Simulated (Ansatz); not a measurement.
## In2S3, pressure series

Base system: In2S3 in the corundum structure (space group R-3c, No. 167; a = 6.5736 Å, c = 17.6080 Å (hexagonal axes); a cell from a computed database, its experimental status unchecked).

Cell and atoms are relaxed at each pressure.

The values are results of PBEsol in Ansatz (plane waves to 420 eV, PAW, no spin-orbit coupling), not measurements.

Two rows of this table had their results exchanged by mistake.

```json
[
 {"pressure": "pressure −2 GPa", "volume per atom (Å³)": "20.78", "shortest distance (Å)": "2.508", "band gap": "0.85 eV"},
 {"pressure": "pressure −1 GPa", "volume per atom (Å³)": "22.25", "shortest distance (Å)": "2.570", "band gap": "0.36 eV"},
 {"pressure": "pressure 0.3 GPa", "volume per atom (Å³)": "21.88", "shortest distance (Å)": "2.555", "band gap": "0.48 eV"},
 {"pressure": "pressure 0.7 GPa", "volume per atom (Å³)": "21.78", "shortest distance (Å)": "2.551", "band gap": "0.51 eV"},
 {"pressure": "pressure 1.5 GPa", "volume per atom (Å³)": "21.57", "shortest distance (Å)": "2.542", "band gap": "0.58 eV"},
 {"pressure": "pressure 3 GPa", "volume per atom (Å³)": "21.21", "shortest distance (Å)": "2.527", "band gap": "0.70 eV"},
 {"pressure": "pressure 5 GPa", "volume per atom (Å³)": "22.56", "shortest distance (Å)": "2.582", "band gap": "0.26 eV"},
 {"pressure": "pressure 7.5 GPa", "volume per atom (Å³)": "20.29", "shortest distance (Å)": "2.487", "band gap": "1.03 eV"},
 {"pressure": "pressure 10 GPa", "volume per atom (Å³)": "19.86", "shortest distance (Å)": "2.468", "band gap": "1.19 eV"}
]
```

### Question
Which two?

### Answer
The rows for pressure −2 GPa and pressure 5 GPa: the volume has to fall steadily with pressure, so 22.56 Å³ belongs to pressure −2 GPa and 20.78 Å³ to pressure 5 GPa.

Load acts through the strain it causes; cell and atoms are relaxed under it. No phonon test of stability was made. No other phases were tried under pressure. A zero or small gap of In2S3 under pressure −2 GPa can be the functional's error rather than a property of the material.

Ansatz is a program for electronic structure.
